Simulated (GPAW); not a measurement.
## Equation of state of bcc Mo (space group 229): energy against volume (GPAW, PBEsol)

```
CELL_PARAMETERS angstrom
     -1.52927     1.52927     1.52927
      1.52927    -1.52927     1.52927
      1.52927     1.52927    -1.52927
ATOMIC_POSITIONS crystal
  Mo 0.00000 0.00000 0.00000
```

Computed with PBEsol, GPAW PAW datasets PBEsol (made by gpaw-setup) (plane waves; GPAW 25.7.0). Settings: mode = pw; ecut = 585 eV; xc = PBEsol; kpts = 26 26 26; mesh shift (steps) = 0 0 0; occupations.name = fermi-dirac; occupations.width = 0.05 eV; nbands = -9; convergence.density = 1e-05 e/electron; symmetry.symmorphic = false; symmetry.tolerance = 0.0005; maxiter = 150. The cell above is the first row's. The rows scale it uniformly. In all rows the k mesh is held. E is the free energy at the stated smearing, counted from the lowest row.

| V (Å^3/atom) | E (meV/atom) |
|---|---|
| 14.306 | ? |
| 14.617 | 28.61 |
| 14.928 | 8.12 |
| 15.239 | 0.00 |
| 15.550 | 3.06 |
| 15.861 | 16.20 |
| 16.172 | 38.43 |
| 16.483 | 68.82 |
| 16.794 | 106.54 |

Fit E of the 8 rows that show it with the third-order Birch-Murnaghan form, a cubic in V^(-2/3). With u = V^(-2/3) - 0.160, the rows have u = 0.007274, 0.004942, 0.002691, 0.000514, -0.001591, -0.003629, -0.005602, -0.007514. Least squares gives E = 5.360 - 5028.03·u + 1127024·u² + 523320·u³. Residuals (row less fit): -0.010, 0.020, -0.001, -0.013, -0.010, 0.006, 0.016, -0.011; standard error 0.017 (degrees of freedom: 4). Its minimum lies at u = 0.002227, so V0 = (0.162227)^(-3/2) = 15.30. There d²E/du² = 2261000 and d³E/du³ = 3140000, so B0 = (4/9) × 15.30^(-7/3) × 2261000 × 0.160218 = 277 GPa (the last factor turns the table's units into GPa), and B0' = 4 + (2/3) × 0.162227 × (3140000)/2261000 = 4.2. The program's pressures in the fitted runs (not shown) pass through zero at V = 15.30, 0.03 % from this V0.

Q: What does the fit predict for E at V = 14.306, and how far is the calculated value from it?

A: u = 0.009689, so E = 5.360 - 5028.03 × 0.009689 + 1127024 × 0.009689² + 523320 × 0.009689³ = 62.921 meV/atom. The calculation gives 62.83 meV/atom, 0.091 meV/atom below the prediction (0.1 % of the range of E in the table). The row lies outside the fitted rows, so this is an extrapolation. From the scatter of the fitted rows alone, a prediction at this place has a standard error of 0.051 meV/atom, so the miss is 1.8 times that.

Carrying the step between the two nearest rows on in a straight line would have given 49.10, off by 13.73; series whose last step already gives the withheld value aren't shown. The scan was laid around a cell of about the measured size, scaled by a guess for this functional. Spin polarisation is off. Cutoffs and mesh are single choices, not tested for convergence of this quantity. Series with a scatter that would blur these digits, or in which a gap closes, are not shown. Nor are scans whose minimum lies at an end fitted in this form.
